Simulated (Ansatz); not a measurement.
# A computed series for GaSb: response to strain

Consider GaSb in the zinc blende structure (space group F-43m, No. 216; a = 6.111 Å).

Strains are applied to the cell and any free atomic positions relax.

The values are results of PBEsol/PAW in Ansatz (a quantum-chemistry and plane-wave program), spin-orbit coupling left out, not measurements.

Candidates:
(a) isotropic strain +1.50 %
(b) isotropic strain +3.00 %
(c) isotropic strain +2.00 %
(d) isotropic strain −2.00 %

Notes on the quantities. energy relative to the base: free energy F.

Question: Order them by energy relative to the base, highest first.

Answer: (b) isotropic strain +3.00 % (+33 meV/atom), (d) isotropic strain −2.00 % (+18 meV/atom), (c) isotropic strain +2.00 % (+15 meV/atom), (a) isotropic strain +1.50 % (+8.8 meV/atom)

No phonon test of stability was made. The final runs are not spin-polarised.
